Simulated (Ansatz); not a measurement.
System: SiO2 (P4₁2₁2, No. 92). Method: r²SCAN-D4 in Ansatz (PAW).

Excerpt of the program's output:

```
Relaxation: its limit of steps is 80 (relax.max_steps)
Crystal: 12 atoms, lattice volume = 161.134 Å³
Basis set: ecut = 560 eV, 4839 PW (Γ), exchange–correlation on 120×120×162 points (27 copies of the dense FFT grid, shifted against one another)
Bands: 44, of which v1, the nominal top of the filled ones, is band 32 counted from 1 (31 counted from 0)
Symmetry: 8 space group operations
Space group: P41212 (ITA 92), of the structure as read, at distance tolerance 5.4e-5 Å
k-points: 60 of 384 (time reversal used)
Functional: x = r2scan, c = r2scan; τ floored in thin density (d = 2e-4 eV/Å³)
SCF iter   1: F=—  HF=-7120.701222 eV  |F-HF|=—  |Δ(HF+E_count)|=         —  Δρ=7.37e-3  dr2=8.43e-2  dr2_τ=1.12e0
SCF iter   2: F=—  HF=-7121.052095 eV  |F-HF|=—  |Δ(HF+E_count)|=   3.51e-1  Δρ=4.73e-3  dr2=2.26e-2  dr2_τ=1.90e-3
  ...
SCF 1 converged in 7 iterations: F = -7121.049065 eV  dr2 = 1.33e-8
Crystal: 12 atoms, lattice volume = 161.134 Å³
Basis set: ecut = 560 eV, 4847 PW (Γ), exchange–correlation on 120×120×162 points (27 copies of the dense FFT grid, shifted against one another)
Initial density: handed on by an earlier stage of this run
  ...
SCF 5 converged in 6 iterations: F = -7121.084493 eV  dr2 = 1.08e-10
Crystal: 12 atoms, lattice volume = 161.134 Å³
SCF iter   4: F=—  HF=-7121.084480 eV  |F-HF|=—  |Δ(HF+E_count)|=  1.75e-10  Δρ=6.26e-7  dr2=7.88e-11  dr2_τ=1.45e-10
SCF iter   5: F=-7121.084480 eV  HF=-7121.084480 eV  |F-HF|=7.28e-12  |Δ(HF+E_count)|=  7.28e-12  Δρ=1.69e-7  dr2=1.79e-11  dr2_τ=5.79e-12
SCF 6 converged in 5 iterations: F = -7121.084480 eV  dr2 = 1.79e-11
SCF converged after 5 iterations
Free energy (F): -7121.084480 eV
Internal energy: -7121.084480 eV  (E = F + TS)
E sigma→0 (E₀):  -7121.084480 eV
Fermi energy:    4.722223 eV
--- Forces (eV/Å), atoms counted from 1 ---
  atom   1  Si    -0.00296977    -0.00296977     0.00000000
  atom   2  Si    -0.00296977     0.00296977    -0.00000000
  atom   3  Si     0.00296977    -0.00296977    -0.00000000
  atom   4  Si     0.00296977     0.00296977     0.00000000
  atom   5  O      0.00038418     0.00238957    -0.00205718
  atom   6  O      0.00038418    -0.00238957     0.00205718
  atom   7  O     -0.00038418     0.00238957     0.00205718
  atom   8  O     -0.00038418    -0.00238957    -0.00205718
  atom   9  O     -0.00238957    -0.00038418     0.00205718
  atom  10  O     -0.00238957     0.00038418    -0.00205718
  atom  11  O      0.00238957    -0.00038418    -0.00205718
  atom  12  O      0.00238957     0.00038418     0.00205718
--- Stress (GPa, compression-positive) ---
        0.332508       0.000000       0.000000
        0.000000       0.332508       0.000000
        0.000000       0.000000       0.316899
  P = ⅓ Tr σ = 0.3273 GPa (3.273 kbar)
```

### Question
Write an input file that could have produced this run (the log leaves some choices open).

### Answer
This is not unique; one that fits is 
Ansatz 0.2 input:
```yaml
crystal:
  lattice:
    - [4.886886357, 0.0, 0.0]
    - [0.0, 4.886886357, 0.0]
    - [0.0, 0.0, 6.7472061676]
  atoms:
    - { symbol: Si, position: [0.3091213332, 0.3091213332, 0.0] }
    - { symbol: Si, position: [0.8091213332, 0.1908786668, 0.75] }
    - { symbol: Si, position: [0.1908786668, 0.8091213332, 0.25] }
    - { symbol: Si, position: [0.6908786668, 0.6908786668, 0.5] }
    - { symbol: O, position: [0.2354389373, 0.1221785398, 0.1877664553] }
    - { symbol: O, position: [0.7354389373, 0.3778214602, 0.5622335447] }
    - { symbol: O, position: [0.2645610627, 0.6221785398, 0.0622335447] }
    - { symbol: O, position: [0.7645610627, 0.8778214602, 0.6877664553] }
    - { symbol: O, position: [0.8778214602, 0.7645610627, 0.3122335447] }
    - { symbol: O, position: [0.3778214602, 0.7354389373, 0.4377664553] }
    - { symbol: O, position: [0.6221785398, 0.2645610627, 0.9377664553] }
    - { symbol: O, position: [0.1221785398, 0.2354389373, 0.8122335447] }
basis:
  ecutwfc: 560
  ecutrho_ratio: 4
  xc_grid: 3
kpoints:
  mp_grid: { grid: [8, 8, 6] }
hamiltonian:
  xc: r2scan
  dispersion: d4
  pseudopotentials: { kind: paw }
scf:
  occupations: { method: fermi_dirac, width: 0.01 }
output:
  forces: true
  stress: true
  eigenvalues: true
relax:
  f_tol: 0.004
  escape_saddle: false
  max_steps: 80
  cell: { stress_tol: 0.02, fix: [volume] }
```

The cell is one volume of an energy–volume scan, off the minimum.

The PAW data were made under PBE.

Note: the volume lies 6 % below that of the published cell.

The result took roughly 10 core-minutes.

Ansatz is a program for electronic structure.
